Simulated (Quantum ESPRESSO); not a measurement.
# A series of runs on MgSi (P-1, 12 atoms in the cell)

```
MgSi
1.0
    4.46202     0.00000     0.00000
   -2.09958     4.82756     0.00000
   -0.38845    -0.50185    10.34062
Mg Si
6 6
Direct
  0.87881   0.73324   0.90176
  0.12119   0.26676   0.09824
  0.54508   0.10452   0.34939
  0.45492   0.89548   0.65061
  0.81770   0.65928   0.20388
  0.18230   0.34072   0.79612
  0.74866   0.48981   0.64300
  0.25134   0.51019   0.35700
  0.87133   0.76319   0.45988
  0.12867   0.23681   0.54012
  0.59205   0.13759   0.90679
  0.40795   0.86241   0.09321
```

Base run A: PBEsol, GBRV 1.5 ultrasoft (PBESOL) pseudopotentials in Quantum ESPRESSO, self-consistent single point.

Its settings: ecutwfc = 40 Ry; ecutrho = 200 Ry; occupations = smearing; smearing = methfessel-paxton; degauss = 0.0147 Ry; potentials = {Mg: mg_pbesol_v1.4.uspp.F.UPF, Si: si_pbesol_v1.uspp.F.UPF}; K_POINTS = automatic 4 3 2 0 0 0; conv_thr = 1e-10 Ry; mixing_beta = 0.5.

The starting cell comes from a database of computed structures (which also holds hypothetical and non-ambient phases and stackings), without a prior relaxation at this level. Without a gap this mesh is coarse (it stands for a supercell whose shortest vector is 16 Å).

ΔF is the free energy per atom less that of run A. 

| run | degauss, K_POINTS | ΔF (meV/atom) | pressure (GPa) | largest force (eV/Å) | TS (meV/atom) | k-points |
|---|---|---|---|---|---|---|
| A | 0.0147 Ry, automatic 4 3 2 0 0 0 | 0.00 | -1.30 | 0.206 | -0.1 | 14 |
| B | 0.002205 Ry, automatic 3 2 1 0 0 0 | -29.5 | -1.66 | 0.642 | 0.0 | 4 |
| C | 0.0073499 Ry, automatic 3 2 1 0 0 0 | -29.4 | -1.66 | 0.649 | -0.6 | 4 |
| D | 0.02205 Ry, automatic 3 2 1 0 0 0 | -27.2 | -1.63 | 0.618 | -1.4 | 4 |
| E | 0.002205 Ry, automatic 3 3 2 0 0 0 | -14.4 | -1.47 | 0.244 | 0.1 | 10 |
| F | 0.0073499 Ry, automatic 3 3 2 0 0 0 | -14.6 | -1.49 | 0.221 | 0.2 | 10 |
| G | 0.02205 Ry, automatic 3 3 2 0 0 0 | -14.5 | -1.47 | 0.225 | 0.2 | 10 |
| H | 0.002205 Ry, automatic 4 3 2 0 0 0 | -0.14 | -1.26 | 0.254 | -0.1 | 14 |
| I | 0.0073499 Ry, automatic 4 3 2 0 0 0 | -0.07 | -1.28 | 0.250 | 0.0 | 14 |
| J | 0.02205 Ry, automatic 4 3 2 0 0 0 | -0.13 | -1.29 | 0.175 | 0.8 | 14 |
| K | 0.002205 Ry, automatic 5 4 2 0 0 0 | 0.91 | -1.35 | 0.088 | 0.0 | 22 |
| L | 0.0073499 Ry, automatic 5 4 2 0 0 0 | 0.81 | -1.36 | 0.096 | 0.3 | 22 |
| M | 0.02205 Ry, automatic 5 4 2 0 0 0 | 0.57 | -1.36 | 0.088 | 0.3 | 22 |

Run C against A: The free energy drops by 29.4 meV/atom, the pressure goes from -1.30 to -1.66 GPa and the largest force goes from 0.206 to 0.649 eV/Å.

Run F against A: The free energy falls by 14.6 meV/atom, the pressure goes from -1.30 to -1.49 GPa and the largest force goes from 0.206 to 0.221 eV/Å.

Run L against A: The free energy stays essentially unchanged (within 1 meV/atom), the pressure stays near -1.36 GPa while the xx stress (positive for compression) goes from -2.93 to -1.18 GPa and the largest force goes from 0.206 to 0.096 eV/Å.
